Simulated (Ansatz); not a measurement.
Input and output of a self-consistent single point for the (110) slab of ScSi (cut from a parent of space group no. 63; 8 atoms in the cell) (Ansatz, a first-principles code).

Computed with LDA (PW92), default PAW files made with PBE (plane waves; Ansatz).

```xyz
8
Lattice="3.6491 0.0000 0.0000 0.0000 5.3142 0.0000 0.0000 0.0000 20.7776" Properties=species:S:1:pos:R:3 pbc="T T T"
Sc     0.9123     2.1293     9.0590
Sc     2.7368     4.8980     8.0329
Sc     0.9123     0.6434    12.7447
Sc     2.7368     3.4121    11.7186
Si     0.9123     4.6913    10.0919
Si     2.7368     2.3360     7.0000
Si     0.9123     3.2054    13.7776
Si     2.7368     0.8502    10.6857
```

Reference input (self-consistent single point, DFT, LDA (PW92), plane waves, default PAW files made with PBE): basis.ecutwfc = 30.9 Ry; kpoints.mp_grid.grid = 7 5 1; hamiltonian.xc = lda; hamiltonian.pseudopotentials = {kind: paw} (the program's default PAW files); scf.occupations.method = fermi_dirac; scf.occupations.width = 0.0073 Ry. This run's input differs from it in these lines:

Ansatz 0.2 input:
```diff
@@ -18,3 +18,3 @@
   mp_grid:
-    grid: [7, 5, 1]
+    grid: [12, 9, 1]
 hamiltonian:
```

The program printed (abridged):

```
SCF iter   1: F=—  HF=-10791.865442 eV  |F-HF|=—  |Δ(HF+E_count)|=         —  Δρ=3.70e-3  dr2=1.93e-1  ethr=1.77e-3  ⟨swp⟩=7.5  Hψ=6433  notcnv=0
all-band conjugate gradients solve this SCF's bands
preconditioner: auto → LDOS
SCF iter   2: F=—  HF=-10791.847013 eV  |F-HF|=—  |Δ(HF+E_count)|=   1.84e-2  Δρ=1.30e-3  dr2=1.53e-2  ethr=3.22e-4  ⟨swp⟩=2.4  Hψ=2165  notcnv=0
SCF iter   3: F=—  HF=-10791.845954 eV  |F-HF|=—  |Δ(HF+E_count)|=   1.06e-3  Δρ=5.92e-4  dr2=2.06e-3  ethr=2.54e-5  ⟨swp⟩=3.0  Hψ=2660  notcnv=0
SCF iter   4: F=—  HF=-10791.845512 eV  |F-HF|=—  |Δ(HF+E_count)|=   4.42e-4  Δρ=1.73e-4  dr2=1.97e-4  ethr=3.44e-6  ⟨swp⟩=2.0  Hψ=2263  notcnv=0
SCF iter   5: F=—  HF=-10791.845471 eV  |F-HF|=—  |Δ(HF+E_count)|=   4.10e-5  Δρ=3.40e-5  dr2=5.18e-6  ethr=3.28e-7  ⟨swp⟩=2.3  Hψ=2321  notcnv=0
SCF iter   6: F=—  HF=-10791.845439 eV  |F-HF|=—  |Δ(HF+E_count)|=   3.19e-5  Δρ=9.30e-6  dr2=4.72e-7  ethr=8.63e-9  ⟨swp⟩=2.6  Hψ=2285  notcnv=0
SCF iter   7: F=-10791.845439 eV  HF=-10791.845439 eV  |F-HF|=3.06e-9  |Δ(HF+E_count)|=   1.70e-7  Δρ=2.49e-6  dr2=3.20e-8  ethr=1.67e-10  ⟨swp⟩=9.9  Hψ=6079  notcnv=0
SCF 1 converged in 7 iterations: F = -10791.845439 eV  dr2 = 3.20e-8
Free energy (F): -10791.845439 eV
Internal energy: -10791.612635 eV  (E = F + TS)
E sigma→0 (E₀):  -10791.729037 eV
Entropy (-TS):   -0.232804 eV (-29.101 meV/atom)
Fermi energy:    0.587550 eV
--- Forces (eV/Å), atoms counted from 1 ---
  atom   1  Sc     0.00000000    -0.02708341    -0.13155381
  atom   2  Sc     0.00000000     0.11447858    -0.06592226
  atom   3  Sc     0.00000000    -0.11447858     0.06592226
  atom   4  Sc     0.00000000     0.02708341     0.13155381
  atom   5  Si     0.00000000     0.22157329    -0.19116096
  atom   6  Si     0.00000000    -0.24445380     0.68742105
  atom   7  Si     0.00000000     0.24445380    -0.68742105
  atom   8  Si     0.00000000    -0.22157329     0.19116096
--- Stress (GPa, compression-positive) ---
       -3.036731      -0.000000      -0.000000
       -0.000000      -3.066348       0.420731
       -0.000000       0.420731      -1.544960
  P = ⅓ Tr σ = -2.5493 GPa (-25.493 kbar)
  The stress holds the Pulay correction. Without it, at fixed plane waves, as pw.x and ABINIT print it: P = -2.5584 GPa
```

The run converged in 7 iterations. Against the reference run the free energy is nearly the same (within 1 meV/atom) and the largest force goes from 0.717 to 0.730 eV/Å.

The starting cell comes from a database of computed structures (which also holds hypothetical and non-ambient phases and stackings), without a prior relaxation at this level. The slab is cut from that crystal, and its faces are unrelaxed. Its lattice was rescaled by up to half a per cent. Spin polarisation is off, though cut faces can carry moments; the slab shows no gap.

Cost on one core of a shared machine: roughly 30 s.
